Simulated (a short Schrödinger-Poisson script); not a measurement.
Stack: MOS inversion layer, SiO2 on p-type Si(100), at 300 K.

From the gate side: 1.7 nm SiO2; 660 nm Si, acceptors 4.2e17 cm⁻³.

Constants are typed, rounded textbook-type inputs, not results; the design itself was drawn at random and stands for no fabricated device. SiO2: permittivity 3.9, conduction-band edge (eV) 3.15, gap (eV) 9, electron mass (mₑ) 0.5. Si: permittivity 11.7, conduction-band edge (eV) 0, gap (eV) 1.124, Nv at 300 K (cm⁻³) 3.1e19.

Channel valleys (confinement mass, in-plane density-of-states mass, number): Δ2 0.916, 0.19, 2; Δ4 0.19, 0.417, 4. At the gate the conduction-band edge of layer 1 lies 3.17 eV − eVg above the Fermi level of the channel; the field vanishes at the back. Gaps are held at their typed values at every temperature. Mesh 0.03 nm at interfaces.

From a short Schrödinger-Poisson script (our own, NumPy): 1D Poisson equation in equilibrium, electrons quantum, Hartree (BenDaniel-Duke, 12 states a valley, the channel's in-plane mass for all, wave functions free to enter the dielectric), parabolic valleys, classical holes, full ionisation, no traps, pinning or gate leakage.

```tsv
Vg (V)	electrons (cm⁻²)	C (μF/cm²)	Δ2 E0 (meV from the Fermi level)	Δ4 E0 (meV from the Fermi level)
0.1	8.50e9	0.220	175.7	222.1
0.2	1.55e11	0.666	99.6	147.9
0.3	7.13e11	1.19	58.1	109.3
0.4	1.51e12	1.39	36.3	90.6
0.5	2.40e12	1.49	21.8	79.2
0.6	3.35e12	1.55	10.7	71.1
0.7	4.32e12	1.58	1.5	64.7
0.8	5.32e12	1.61	-6.5	59.5
0.9	6.33e12	1.63	-13.7	55.0
1	7.35e12	1.65	-20.2	51.0
1.1	8.39e12	1.67	-26.3	47.4
1.2	9.43e12	1.68	-32.0	44.1
1.3	1.05e13	1.69	-37.5	41.0
1.4	1.15e13	1.70	-42.6	38.1
1.5	1.26e13	1.71	-47.6	35.3
1.6	1.37e13	1.72	-52.4	32.7
1.7	1.48e13	1.72	-57.1	30.2
1.8	1.58e13	1.73	-61.6	27.8
```

Gate voltages with under 1e9 electrons/cm² are left out.

**Question.** At Vg = 1.8 V the lowest Δ2 subband lies at -61.6 meV from the Fermi level. How many electrons does it hold, and what share of all?

**Answer.** The two-dimensional density of states is g m/(πħ²) = 1.59e11 cm⁻² meV⁻¹ (both spins), kT = 25.9 meV, so n = D kT ln(1 + exp(−E/kT)) = 1.01e13 cm⁻², 0.64 of the 1.58e13 cm⁻² in all.

**Question.** Compare the slope of the sheet density between 1.6 and 1.8 V with the geometric capacitance of the layers between gate and channel.

**Answer.** q Δn/ΔV = 1.68 μF/cm²; ε0/Σ(t/ε) = 2.03 μF/cm². The ratio is 0.83: the channel acts as a further capacitance in series.
